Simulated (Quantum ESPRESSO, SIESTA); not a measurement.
A SIESTA input for a self-consistent single point of Mo3Os (Pm-3n, 8 atoms in the cell) (DFT, LDA PW92, numerical atomic orbitals TZP, PseudoDojo LDA standard norm-conserving potentials (rewritten from UPF to PSML)):

```
# files in the folder: Mo.psml Os.psml (PseudoDojo LDA standard)
SystemName  Mo3Os
SystemLabel siesta

NumberOfAtoms                8
NumberOfSpecies              2
%block ChemicalSpeciesLabel
  1 42 Mo
  2 76 Os
%endblock ChemicalSpeciesLabel
LatticeConstant              4.976290 Ang
%block LatticeVectors
     1.000000000    0.000000000    0.000000000
     0.000000000    1.000000000    0.000000000
     0.000000000    0.000000000    1.000000000
%endblock LatticeVectors
AtomicCoordinatesFormat      ScaledCartesian
%block AtomicCoordinatesAndAtomicSpecies
     0.250000000    0.000000000    0.500000000  1
     0.750000000    0.000000000    0.500000000  1
     0.500000000    0.750000000    0.000000000  1
     0.500000000    0.250000000    0.000000000  1
     0.000000000    0.500000000    0.750000000  1
     0.000000000    0.500000000    0.250000000  1
     0.000000000    0.000000000    0.000000000  2
     0.500000000    0.500000000    0.500000000  2
%endblock AtomicCoordinatesAndAtomicSpecies

XC.functional                LDA
XC.authors                   PW92
PAO.BasisSize                TZP
PAO.EnergyShift              0.01 Ry
MeshCutoff                   350 Ry
%block kgrid.MonkhorstPack
    5   0   0  0.0
    0   5   0  0.0
    0   0   5  0.0
%endblock kgrid.MonkhorstPack
OccupationFunction           MP
OccupationMPOrder            0
ElectronicTemperature        200.0 meV

MaxSCFIterations             150
SCF.Mixer.Method             Pulay
SCF.Mixer.Weight             0.2
SCF.Mixer.History            6
SCF.DM.Tolerance             1.0E-04
Diag.ParallelOverK           true
WriteForces                  true
```

Question: Give the Quantum ESPRESSO input for the same structure, mesh, smearing and functional.

Answer: This is the input that was run; spellings and numerical settings could be chosen otherwise.

```fortran
&control
  calculation = 'scf'
  prefix = 'Mo3Os'
  outdir = './tmp'
  pseudo_dir = './'
  tprnfor = .true.
  tstress = .true.
/
&system
  ibrav = 1
  A = 4.97629000
  nat = 8
  ntyp = 2
  ecutwfc = 40
  ecutrho = 320
  occupations = 'smearing'
  smearing = 'gauss'
  degauss = 0.0147
/
&electrons
  conv_thr = 1.0d-10
  mixing_beta = 0.5
/
ATOMIC_SPECIES
Mo    95.9500  mo_lda_v1.uspp.F.UPF
Os   190.2300  os_lda_v1.2.uspp.F.UPF
ATOMIC_POSITIONS crystal
Mo    0.25000000    0.00000000    0.50000000
Mo    0.75000000    0.00000000    0.50000000
Mo    0.50000000    0.75000000    0.00000000
Mo    0.50000000    0.25000000    0.00000000
Mo    0.00000000    0.50000000    0.75000000
Mo    0.00000000    0.50000000    0.25000000
Os    0.00000000    0.00000000    0.00000000
Os    0.50000000    0.50000000    0.50000000
K_POINTS automatic
5 5 5  0 0 0
```

Basis, cutoffs, solver keys and any potentials are the target program's own. This input uses DFT, LDA (PZ), plane waves, GBRV 1.5 ultrasoft (LDA) pseudopotentials. LDA parametrisations can differ slightly between programs. Both were run: pressure -12.38 GPa in SIESTA and -11.02 in Quantum ESPRESSO.

On Quantum ESPRESSO: the starting cell comes from a database of computed structures (which also holds hypothetical and non-ambient phases and stackings), without a prior relaxation at this level. Spin polarisation is off. With a pressure of about -11 GPa the cell is away from its equilibrium volume at this level.

On SIESTA: the starting cell comes from a database of computed structures (which also holds hypothetical and non-ambient phases and stackings), without a prior relaxation at this level. Spin polarisation is off. Values carry the incompleteness of an atom-centred basis. With a pressure of about -12 GPa the cell is away from its equilibrium volume at this level.
